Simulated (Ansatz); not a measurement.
Consider interstitial C in bcc Nb, neutral cell. These are PBE, PAW (plane waves to 420 eV; Ansatz, an electronic-structure program) values and carry that method's errors.

36-site cell at the relaxed PBE lattice, a 2×2×3 k-point mesh shifted by half a step, smearing 0.10 eV, spin-restricted, no finite-size correction. No zero-point or tunnelling terms. Sites that were not tried may lie lower.

Barriers: single points on a 3×3×4 k-point mesh shifted by half a step at the bands' geometries (they differ from the bands' own by up to 0.06 eV, and are uncertain by about as much).

Relaxed starting cell (atoms counted from 1):

```yaml
crystal:
  lattice:
    - [9.93269, 0.00000, 0.00000]
    - [0.00000, 9.93269, 0.00000]
    - [0.00000, 0.00000, 6.62179]
  atoms:
    - { symbol: Nb, position: [0.99926, 0.99956, 0.00147] }
    - { symbol: Nb, position: [0.99926, 0.99952, 0.50306] }
    - { symbol: Nb, position: [0.99933, 0.34047, 0.01176] }
    - { symbol: Nb, position: [0.99933, 0.34049, 0.49336] }
    - { symbol: Nb, position: [0.99935, 0.65859, 0.01174] }
    - { symbol: Nb, position: [0.99932, 0.65854, 0.49332] }
    - { symbol: Nb, position: [0.33093, 0.99958, 0.00459] }
    - { symbol: Nb, position: [0.33090, 0.99958, 0.50085] }
    - { symbol: Nb, position: [0.33620, 0.32806, 0.99627] }
    - { symbol: Nb, position: [0.33623, 0.32810, 0.50954] }
    - { symbol: Nb, position: [0.33617, 0.67105, 0.99625] }
    - { symbol: Nb, position: [0.33621, 0.67101, 0.50953] }
    - { symbol: Nb, position: [0.66766, 0.99952, 0.00446] }
    - { symbol: Nb, position: [0.66761, 0.99951, 0.50085] }
    - { symbol: Nb, position: [0.66250, 0.32800, 0.99609] }
    - { symbol: Nb, position: [0.66244, 0.32799, 0.50957] }
    - { symbol: Nb, position: [0.66247, 0.67107, 0.99610] }
    - { symbol: Nb, position: [0.66245, 0.67106, 0.50949] }
    - { symbol: Nb, position: [0.16595, 0.16550, 0.25252] }
    - { symbol: Nb, position: [0.16555, 0.16395, 0.75249] }
    - { symbol: Nb, position: [0.20515, 0.49955, 0.25271] }
    - { symbol: Nb, position: [0.16823, 0.49955, 0.75270] }
    - { symbol: Nb, position: [0.16597, 0.83359, 0.25250] }
    - { symbol: Nb, position: [0.16557, 0.83518, 0.75246] }
    - { symbol: Nb, position: [0.49931, 0.16518, 0.25294] }
    - { symbol: Nb, position: [0.49923, 0.16463, 0.75290] }
    - { symbol: Nb, position: [0.49934, 0.49960, 0.25289] }
    - { symbol: Nb, position: [0.49927, 0.49956, 0.75305] }
    - { symbol: Nb, position: [0.49932, 0.83392, 0.25292] }
    - { symbol: Nb, position: [0.49927, 0.83447, 0.75288] }
    - { symbol: Nb, position: [0.83261, 0.16549, 0.25246] }
    - { symbol: Nb, position: [0.83296, 0.16389, 0.75243] }
    - { symbol: Nb, position: [0.79349, 0.49952, 0.25268] }
    - { symbol: Nb, position: [0.83042, 0.49951, 0.75260] }
    - { symbol: Nb, position: [0.83265, 0.83356, 0.25242] }
    - { symbol: Nb, position: [0.83295, 0.83511, 0.75240] }
    - { symbol: C, position: [0.99931, 0.49952, 0.25252] }
```

End state 1 differs by these moves (Å; atoms that move under 0.08 Å are left out):

```csv
atom,element,Δx,Δy,Δz
3,Nb,0.00,-0.11,-0.06
4,Nb,0.00,-0.11,0.06
5,Nb,0.00,0.07,-0.40
6,Nb,0.00,0.07,0.40
21,Nb,-0.46,0.06,0.00
22,Nb,0.08,-0.11,0.00
23,Nb,-0.07,-0.09,0.00
24,Nb,0.10,0.07,0.00
33,Nb,0.46,0.06,0.00
34,Nb,-0.08,-0.11,0.00
35,Nb,0.07,-0.08,0.00
36,Nb,-0.10,0.07,0.00
37,C,0.00,1.65,0.00
```

Problem. Give the forward and backward barriers to end state 1 at the level PBE, PAW.

Solution. forward 1.30 eV, backward 1.04 eV; at the saddle point atom 37 has neighbours 2 Nb at 2.03, 2 Nb at 2.06 Å. The saddle point's order was not checked, and it lies on a symmetry element of the cell, where a band can be held.
